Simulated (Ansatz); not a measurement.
The parent structure is TiB$_{2}$ (space group P6/mmm, No. 191; a = 3.032 Å, c = 3.224 Å; relaxed with 0.1 eV smearing).

The values are results of Ansatz (a quantum-chemistry and plane-wave program) PBE, no spin-orbit coupling, not measurements.

For the base:

The band gap comes out as zero.

The change: an isotropic linear strain of +1.00 %, atoms relaxed at fixed cell.

Question: Estimate the effect on the band gap.

Answer: The band gap remains zero.

Question: Predict the new energy relative to the base.

Answer: The energy grows by 5.9 meV/atom.

No phonon test of stability was made. All final runs are without spin polarisation.
